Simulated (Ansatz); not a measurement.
Consider Na in the bcc (W type) structure (space group Im-3m, No. 229; a = 4.1993 Å; relaxed with 0.1 eV smearing).

Calculations: Kohn–Sham DFT with the PBE functional, run in Ansatz (a program for electronic structure) with PAW and 420 eV plane waves, no spin-orbit coupling.

For the base:

```
Property   Result
--------  -------
Pressure  0.0 GPa
```

One thing is altered: the cell is scaled by 1.0100 in all directions; the atoms relax in the strained cell.

Problem. What does the calculation give for the energy relative to the base after the change?

Solution. The energy grows by 0.8 meV/atom.

Problem. Predict the new pressure.

Solution. The pressure goes from zero to -0.2 GPa.

Whether these cells are dynamically stable was not tested.
